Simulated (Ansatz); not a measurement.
The reference is C in the diamond structure (space group Fd-3m, No. 227; a = 3.560 Å).

Method: DFT with r2SCAN, PAW potentials and a 500 eV plane-wave cutoff in Ansatz (a program for electronic structure), no SOC.

One change was made to it. Results:

The density remains 3.54 g/cm³; the shortest interatomic distance is nearly the same (1.542 Å against 1.541 Å).

Question: Which of these changes matches the shifts?
A. pressure 9 GPa
B. pressure 30 GPa
C. pressure 0.9 GPa
D. pressure 22.5 GPa

Answer: C, pressure 0.9 GPa. For comparison, the density in the other runs: pressure 22.5 GPa gives 3.70 g/cm³; pressure 30 GPa gives 3.75 g/cm³; pressure 9 GPa gives 3.60 g/cm³.

Load acts through the strain it causes; cell and atoms are relaxed under it. Stability against distortions was not tested. No other phases were tried under pressure.
